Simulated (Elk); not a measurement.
# Worked example: self-consistent single point of SnP3 (R-3m, 8 atoms in the cell) in Elk

Method of the run: PBEsol, all-electron FP-LAPW, Elk's shipped species files, APW+lo basis with extra local orbitals run with Elk 10.2.4.

Input:

```
tasks
  0

xctype
  22

rgkmax
  7.5

gmaxvr
  14.0

nxlo
  2

lorbcnd
  .true.

rmtscf
  0.91

lmaxi
  2

stype
  0

swidth
  0.00367493

avec
    7.1424882409    4.1237171651    6.9912990034
   -7.1424882409    4.1237171651    6.9912990034
    0.0000000000   -8.2474353606    6.9912983957

sppath
  'species/'

atoms
  2   : nspecies
  'Sn.in'   : spfname
  2   : natoms; atposl, bfcmt below
  0.7459500000  0.7459500000  0.7459500000    0.0 0.0 0.0
  0.2540500000  0.2540500000  0.2540500000    0.0 0.0 0.0
  'P.in'   : spfname
  6   : natoms; atposl, bfcmt below
  0.2008950000  0.2008950000  0.7408200000    0.0 0.0 0.0
  0.7991050000  0.7991050000  0.2591800000    0.0 0.0 0.0
  0.7408200000  0.2008950000  0.2008950000    0.0 0.0 0.0
  0.2591800000  0.7991050000  0.7991050000    0.0 0.0 0.0
  0.2008950000  0.7408200000  0.2008950000    0.0 0.0 0.0
  0.7991050000  0.2591800000  0.7991050000    0.0 0.0 0.0

ngridk
  4 4 4
```

The program printed (abridged):

```
│ Elk code version 10.2.4 │

All units are atomic (Hartree, Bohr, etc.)

│ Ground-state run starting from atomic densities │

Lattice vectors :
   7.142488241       4.123717165       6.991299003
  -7.142488241       4.123717165       6.991299003
   0.000000000      -8.247435361       6.991298396

Unit cell volume      :    1235.513670
Brillouin zone volume :   0.2007668708

Muffin-tin inner radius fraction :   0.1000000000E-01

Nuclei treated as point charges

Species :    1 (Sn)
 parameters loaded from : Sn.in
 name : tin
 nuclear charge    :   -50.00000000
 electronic charge :    50.00000000
 atomic mass :    216395.0920
 muffin-tin radius :    2.366000000
 number of radial points in muffin-tin :    597
 atomic positions (lattice), magnetic fields (Cartesian) :
   1 :   0.24595000  0.24595000  0.24595000    0.00000000  0.00000000  0.00000000
   2 :  -0.24595000 -0.24595000 -0.24595000    0.00000000  0.00000000  0.00000000

Species :    2 (P)
 parameters loaded from : P.in
 name : phosphorus
 nuclear charge    :   -15.00000000
 electronic charge :    15.00000000
 atomic mass :    56461.71226
 muffin-tin radius :    2.002000000
 number of radial points in muffin-tin :    397
 atomic positions (lattice), magnetic fields (Cartesian) :
   1 :  -0.29910500 -0.29910500  0.24082000    0.00000000  0.00000000  0.00000000
   2 :   0.29910500  0.29910500 -0.24082000    0.00000000  0.00000000  0.00000000
   3 :   0.24082000 -0.29910500 -0.29910500    0.00000000  0.00000000  0.00000000
   4 :  -0.24082000  0.29910500  0.29910500    0.00000000  0.00000000  0.00000000
   5 :  -0.29910500  0.24082000 -0.29910500    0.00000000  0.00000000  0.00000000
   6 :   0.29910500 -0.24082000  0.29910500    0.00000000  0.00000000  0.00000000

Total number of atoms per unit cell :    8

Spin treatment :
 spin-unpolarised

Number of Bravais lattice symmetries :   12
Number of crystal symmetries         :   12
Crystal has inversion symmetry
Real symmetric eigensolver will be used

k-point grid :      4     4     4
k-point offset :    0.000000000       0.000000000       0.000000000
k-point set is reduced with full crystal symmetry group
Total number of k-points :       13

Muffin-tin radius times maximum |G+k| :    7.500000000
 using average radius
Maximum |G+k| for APW functions       :    3.583373149
Maximum (1/2)|G+k|²                   :    6.420281561
Maximum |G| for potential and density :    14.00000000
 potential will be trimmed for |G| > 2 gkmax
Constant for pseudocharge density :    8
Radial integration step length :    4

G-vector grid sizes :     49    49    49
Number of G-vectors :    57103

Maximum angular momentum used for
 APW functions                      :    8
 outer part of muffin-tin           :    6
 inner part of muffin-tin           :    2

Total nuclear charge    :   -190.0000000
Total core charge       :    120.0000000
Total valence charge    :    70.00000000
Total excess charge     :    0.000000000
Total electronic charge :    190.0000000

Effective Wigner radius, rₛ :    1.157893053

Number of empty states         :   32
Total number of valence states :   67
Total number of core states    :  120

Conduction state local-orbitals added automatically
Total number of local-orbitals :  560

Exchange-correlation functional :     22     0     0
 PBEsol, Phys. Rev. Lett. 100, 136406 (2008)
 gradient requirement :    1
 generalised gradient approximation (GGA)

Smearing type :    0
 Gaussian
Smearing width :   0.3674930000E-02
Effective electronic temperature (K) :    1160.451112

Mixing type :    3
 Broyden mixing, J. Phys. A: Math. Gen. 17, L317 (1984)

Kohn-Sham potential initialised from atomic data

│ Self-consistent loop started │
│ Loop number : 1 │
 total energy                :     -14408.9331038
│ Loop number : 2 │
 total energy                :     -14409.0005482
RMS change in Kohn-Sham potential (target) :   0.3893009036     (  0.1000000000E-05)
Absolute change in total energy (target)   :   0.6744440874E-01 (  0.1000000000E-03)
│ Loop number : 3 │
 total energy                :     -14407.8478880
RMS change in Kohn-Sham potential (target) :   0.3368585248     (  0.1000000000E-05)
Absolute change in total energy (target)   :    1.135799086     (  0.1000000000E-03)
│ Loop number : 4 │
 total energy                :     -14404.4685636
RMS change in Kohn-Sham potential (target) :   0.1373573948     (  0.1000000000E-05)
Absolute change in total energy (target)   :    3.663274238     (  0.1000000000E-03)
│ Loop number : 5 │
 total energy                :     -14402.7981067
RMS change in Kohn-Sham potential (target) :   0.4084646555E-01 (  0.1000000000E-05)
Absolute change in total energy (target)   :    2.586275407     (  0.1000000000E-03)
│ Loop number : 6 │
 total energy                :     -14402.2769634
RMS change in Kohn-Sham potential (target) :   0.9010020584E-02 (  0.1000000000E-05)
Absolute change in total energy (target)   :    1.167712141     (  0.1000000000E-03)
│ Loop number : 7 │
 total energy                :     -14402.1142838
RMS change in Kohn-Sham potential (target) :   0.3933423899E-03 (  0.1000000000E-05)
Absolute change in total energy (target)   :   0.4546076583     (  0.1000000000E-03)
│ Loop number : 8 │
 total energy                :     -14402.1099440
RMS change in Kohn-Sham potential (target) :   0.2140096131E-03 (  0.1000000000E-05)
Absolute change in total energy (target)   :   0.1179917413     (  0.1000000000E-03)
│ Loop number : 9 │
 total energy                :     -14402.1010442
RMS change in Kohn-Sham potential (target) :   0.7586489747E-04 (  0.1000000000E-05)
Absolute change in total energy (target)   :   0.3839767214E-01 (  0.1000000000E-03)
│ Loop number : 10 │
 total energy                :     -14402.0984897
RMS change in Kohn-Sham potential (target) :   0.3217447917E-04 (  0.1000000000E-05)
Absolute change in total energy (target)   :   0.1215397075E-01 (  0.1000000000E-03)
│ Loop number : 11 │
 total energy                :     -14402.0988196
RMS change in Kohn-Sham potential (target) :   0.5763325325E-05 (  0.1000000000E-05)
Absolute change in total energy (target)   :   0.2708588136E-02 (  0.1000000000E-03)
│ Loop number : 12 │
 total energy                :     -14402.0991277
RMS change in Kohn-Sham potential (target) :   0.6790533841E-06 (  0.1000000000E-05)
Absolute change in total energy (target)   :   0.3690572539E-03 (  0.1000000000E-03)
│ Loop number : 13 │
 total energy                :     -14402.0991615
RMS change in Kohn-Sham potential (target) :   0.2350941254E-06 (  0.1000000000E-05)
Absolute change in total energy (target)   :   0.5839055666E-04 (  0.1000000000E-03)
Convergence targets achieved

│ Loop number : 14 │

Energies :
 Fermi                       :     0.216717202398
 sum of eigenvalues          :     -8595.68819117
 electron kinetic            :      15057.9611499
 core electron kinetic       :      14531.4493442
 Coulomb                     :     -28999.2308173
 Coulomb potential           :     -23049.3671712
 nuclear-nuclear             :     -1264.14212629
 electron-nuclear            :     -32420.8102108
 Hartree                     :      4685.72151976
 Madelung                    :     -17474.5472317
 xc potential                :     -604.282169851
 exchange                    :     -450.744122236
 correlation                 :     -10.0853620422
 total energy                :     -14402.0991517

Density of states at Fermi energy :    66.31799656
 (states/Hartree/unit cell)

Estimated indirect band gap :   0.4299508731E-02
 from k-point      5 to k-point      9
Estimated direct band gap   :   0.3629665257E-01
 at k-point     13

Charges :
 core                        :    120.0000000
 valence                     :    70.00000000
 interstitial                :    18.93322994
 muffin-tins (core leakage)
  species :    1 (Sn)
   atom    1                 :    47.48938844     (  0.2715026361E-03)
   atom    2                 :    47.48938844     (  0.2715026361E-03)
  species :    2 (P)
   atom    1                 :    12.68133220     (  0.9830221300E-03)
   atom    2                 :    12.68133220     (  0.9830221300E-03)
   atom    3                 :    12.68133220     (  0.9830221300E-03)
   atom    4                 :    12.68133220     (  0.9830221300E-03)
   atom    5                 :    12.68133220     (  0.9830221300E-03)
   atom    6                 :    12.68133220     (  0.9830221300E-03)
 total in muffin-tins        :    171.0667701
 total calculated charge     :    189.9701774
 total charge                :    190.0000000
 error                       :   0.2982255357E-01

│ Self-consistent loop stopped │
```

The run converged in 14 iterations. The count includes the last loop, which Elk runs after its targets are met.

The starting cell comes from a database of computed structures (which also holds hypothetical and non-ambient phases and stackings), without a prior relaxation at this level. Its lattice was rescaled by a random factor within 2.5 % of one. Values depend on the basis (sphere radii, cutoffs, local orbitals), which need not be converged. The run gives no clean gap (levels at the Fermi energy touch, overlap or are partly filled at this smearing), which alone does not show that the compound is a metal. The log's line on a gap gives a spacing of levels on this mesh, which the program prints for metals too.

Cost on one core of a shared machine: roughly 7 min.
